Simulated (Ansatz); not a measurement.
# Fluorite CoSi2: bulk modulus by level of theory

No measured value is used here.

```tsv
level (code)	value (GPa)	cell (Å³/atom)
LDA (Ansatz)	203	12.22
BLYP (Ansatz)	145	13.38
PBE (Ansatz)	179	12.83
PBE-D3(BJ) (Ansatz)	194	12.43
rVV10 (Ansatz)	170	13.01
r²SCAN+rVV10 (Ansatz)	200	12.46
HSE06 (Ansatz)	202	12.38
r²SCANh (Ansatz)	205	12.37
Hartree–Fock (Ansatz)	190	12.62
```

The crystal itself was run without spin with LDA, BLYP, PBE, PBE-D3(BJ), rVV10, r²SCAN+rVV10, HSE06, r²SCANh, Hartree–Fock; a magnetic state was not tried in these runs. HSE06, r²SCANh, Hartree–Fock: the run has no spin polarisation, so it can have missed a magnetic state. Each level is taken at its own relaxed cell. Cutoffs and k meshes differ between the levels. Ansatz's density-functional and Hartree–Fock values are scalar-relativistic unless marked +SOC, with PAW data made under PBE.

Ansatz is an electronic-structure program.
